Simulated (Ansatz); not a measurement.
## Sn, thickness series

Consider Sn in the diamond structure (space group Fd-3m, No. 227; a = 6.541 Å). Axes: x, y, z lie along the cube axes.

Free-standing slabs (2 atom(s) a layer) normal to [110] with 15 Å of vacuum; in-plane cell held at bulk.

Calculations: PBEsol in Ansatz (plane waves to 420 eV, PAW, without spin-orbit coupling), earlier PAW set.

Notes on the quantities. excess energy per area of both faces: slab less bulk energy over the cell's area: twice a surface energy; uncertain by up to 0.07 J/m².

```csv
variant,shortest interatomic distance,thickness between the outermost nuclei,excess energy per area of both faces
base,2.832 Å,–,–
2 layers,2.774 Å,2.22 Å,1.34 J/m²
3 layers,2.800 Å,4.54 Å,1.57 J/m²
4 layers,2.825 Å,6.98 Å,1.68 J/m²
5 layers,2.815 Å,9.28 Å,1.74 J/m²
6 layers,2.826 Å,11.70 Å,1.8 J/m²
7 layers,(withheld),14.02 Å,1.8 J/m²
```

Q: What belongs in the blanks?

A: 
- 7 layers, shortest interatomic distance: 2.821 Å

The excess energy carries the mismatch between the slab's and the bulk's meshes. Stability against distortions was not tested.

Ansatz is an electronic-structure program.
